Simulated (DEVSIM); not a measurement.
abrupt GaAs n-p junction

Structure: abrupt GaAs n-p junction, at 500 K.

| layer (left to right) | material | thickness (μm) | Nd (cm⁻³) | Na (cm⁻³) | τn (s) | τp (s) |
|---|---|---|---|---|---|---|
| 1 | GaAs | 12.0 | 7e15 | - | 1.1e-8 | 1.1e-8 |
| 2 | GaAs | 6.80 | - | 1.6e16 | 1.1e-8 | 1.1e-8 |

Left contact: ohmic. Right contact: ohmic. Voltage is applied to the left contact. Recombination: SRH at mid-gap, Auger. Mobility is constant in doping.

The device is made up for the run: typed textbook-type constants, with dimensions and the other settings drawn at random. Values at 300 K; Nc and Nv go as T^1.5, mobilities as T to minus their exponent, the gap by Varshni's rule with the affinity fixed.

| parameter | GaAs |
|---|---|
| gap (eV) | 1.424 |
| affinity (eV) | 4.07 |
| permittivity | 12.9 |
| Nc (cm⁻³) | 4.7e17 |
| Nv (cm⁻³) | 9e18 |
| μn (cm²/Vs) | 8500 |
| μp (cm²/Vs) | 400 |
| T exponent of μn | 2.1 |
| T exponent of μp | 2.2 |
| Cn (cm⁶/s) | 1e-30 |
| Cp (cm⁶/s) | 1e-30 |
| Varshni α (eV/K) | 0.000541 |
| Varshni β (K) | 204 |

Model (solved in DEVSIM): 1D drift-diffusion, Boltzmann statistics, complete ionisation; no tunnelling, impact ionisation, image-force lowering or self-heating.

```json
{
 "potential_step_across_the_device_at_zero_bias": "0.808 V",
 "largest_field_in_the_device_at_zero_bias": "31000 V/cm",
 "Dark forward voltage at 1 A/cm²": "0.563 V",
 "Dark forward voltage at 100 A/cm²": "0.826 V"
}
```

Small-signal capacitance in reverse bias (quasi-static):

```tsv
V (V)	C (nF/cm²)
0.04	24.2
0.1	23.3
0.2	22.0
0.3	20.9
0.4	19.9
0.6	18.4
0.8	17.1
1	16.1
1.3	14.8
1.6	13.9
2	12.8
```

Dark forward current:

```json
[
 {"V (V)": "-0.05", "J (A/cm²)": "-3.8e-5"},
 {"V (V)": "-0.15", "J (A/cm²)": "-0.00026"},
 {"V (V)": "-0.25", "J (A/cm²)": "-0.0015"},
 {"V (V)": "-0.40", "J (A/cm²)": "-0.028"},
 {"V (V)": "-0.50", "J (A/cm²)": "-0.25"},
 {"V (V)": "-0.60", "J (A/cm²)": "-2.3"},
 {"V (V)": "-0.70", "J (A/cm²)": "-17"},
 {"V (V)": "-0.85", "J (A/cm²)": "-130"},
 {"V (V)": "-0.95", "J (A/cm²)": "-280"},
 {"V (V)": "-1.05", "J (A/cm²)": "-500"},
 {"V (V)": "-1.15", "J (A/cm²)": "-770"},
 {"V (V)": "-1.30", "J (A/cm²)": "-1300"},
 {"V (V)": "-1.40", "J (A/cm²)": "-1700"},
 {"V (V)": "-1.50", "J (A/cm²)": "-2200"}
]
```
